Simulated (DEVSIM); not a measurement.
## illuminated Si p-on-n cell, one wavelength

Device: illuminated Si p-on-n cell, one wavelength, at 300 K.

| layer (left to right) | material | thickness (μm) | Nd (cm⁻³) | Na (cm⁻³) | τn (s) | τp (s) | absorption coefficient (cm⁻¹) |
|---|---|---|---|---|---|---|---|
| 1 | Si | 0.780 | - | 5.1e18 | 2e-5 | 2.5e-5 | 540 |
| 2 | Si | 25.0 | 1.1e16 | - | 6.2e-5 | 6.2e-5 | 540 |

Left contact: ohmic, minority electron recombination velocity 90 cm/s. Right contact: ohmic, minority hole recombination velocity 5000 cm/s. Voltage is applied to the left contact. Recombination: SRH at mid-gap, radiative, Auger. Light enters at the left, 3e16 photons cm⁻² s⁻¹, one pass, no reflection. Mobility is constant in doping.

The device is made up for the run: typed textbook-type constants, with dimensions and the other settings drawn at random. Values at 300 K.

| parameter | Si |
|---|---|
| gap (eV) | 1.124 |
| affinity (eV) | 4.05 |
| permittivity | 11.7 |
| Nc (cm⁻³) | 2.86e19 |
| Nv (cm⁻³) | 3.1e19 |
| μn (cm²/Vs) | 1417 |
| μp (cm²/Vs) | 470 |
| B (cm³/s) | 4.7e-15 |
| Cn (cm⁶/s) | 2.8e-31 |
| Cp (cm⁶/s) | 9.9e-32 |

DEVSIM, 1D drift-diffusion, Boltzmann statistics, complete ionisation; no tunnelling, impact ionisation, image-force lowering or self-heating.

```yaml
potential_step_across_the_device_at_zero_bias: 0.874 V
largest_field_in_the_device_at_zero_bias: 130000 V/cm
Dark forward voltage at 1 A/cm²: 0.680 V
Dark forward voltage at 100 A/cm²: 0.833 V
short_circuit_current: 2.95 mA/cm²
open_circuit_voltage: 0.526 V
fill_factor: 0.81
largest_power: 1.26 mW/cm²
share_of_generated_pairs_collected_at_short_circuit: 0.816
```

Dark forward current:

```json
[
 {"V (V)": "0.05", "J (A/cm²)": "9.0e-11"},
 {"V (V)": "0.10", "J (A/cm²)": "4.3e-10"},
 {"V (V)": "0.20", "J (A/cm²)": "1.2e-8"},
 {"V (V)": "0.25", "J (A/cm²)": "7.3e-8"},
 {"V (V)": "0.35", "J (A/cm²)": "3.3e-6"},
 {"V (V)": "0.40", "J (A/cm²)": "2.2e-5"},
 {"V (V)": "0.50", "J (A/cm²)": "0.0011"},
 {"V (V)": "0.55", "J (A/cm²)": "0.0073"},
 {"V (V)": "0.65", "J (A/cm²)": "0.34"},
 {"V (V)": "0.70", "J (A/cm²)": "2.1"},
 {"V (V)": "0.80", "J (A/cm²)": "44"},
 {"V (V)": "0.85", "J (A/cm²)": "150"},
 {"V (V)": "0.95", "J (A/cm²)": "1400"},
 {"V (V)": "1.00", "J (A/cm²)": "3900"}
]
```

Current under light (generator sign):

```json
[
 {"V (V)": "0.00", "J (mA/cm²)": "2.95"},
 {"V (V)": "0.06", "J (mA/cm²)": "2.95"},
 {"V (V)": "0.14", "J (mA/cm²)": "2.95"},
 {"V (V)": "0.22", "J (mA/cm²)": "2.95"},
 {"V (V)": "0.30", "J (mA/cm²)": "2.94"},
 {"V (V)": "0.38", "J (mA/cm²)": "2.93"},
 {"V (V)": "0.40", "J (mA/cm²)": "2.92"},
 {"V (V)": "0.42", "J (mA/cm²)": "2.89"},
 {"V (V)": "0.44", "J (mA/cm²)": "2.84"},
 {"V (V)": "0.46", "J (mA/cm²)": "2.72"},
 {"V (V)": "0.48", "J (mA/cm²)": "2.45"},
 {"V (V)": "0.50", "J (mA/cm²)": "1.88"},
 {"V (V)": "0.52", "J (mA/cm²)": "0.640"},
 {"V (V)": "0.54", "J (mA/cm²)": "-2.04"}
]
```
